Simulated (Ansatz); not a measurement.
Consider SrTiO3 in the cubic perovskite structure (space group Pm-3m, No. 221; a = 3.891 Å).

The change: cell and atoms relaxed at a pressure of 75 GPa.

Levels (all Ansatz, an electronic-structure program, PAW): PBEsol (420 eV, no spin-orbit coupling); r2SCAN (500 eV, no SOC); HSE06 (420 eV, without spin-orbit coupling).

At the geometry relaxed with PBEsol, these levels gave the following band gaps, in shuffled order: (a) 2.75 eV, (b) 2.20 eV, (c) 3.85 eV.

Match each gap to its level.

(a) r2SCAN; (b) PBEsol; (c) HSE06.

Single points use the geometry relaxed with PBEsol. HSE06 gaps are upper bounds (no full band path). Load acts through the strain it causes; cell and atoms are relaxed under it. Stability against distortions was not tested. No other phases were tried under pressure. All final runs are without spin polarisation. Many cubic perovskites are stable only at high temperature; tilts and polar distortions were not tested.
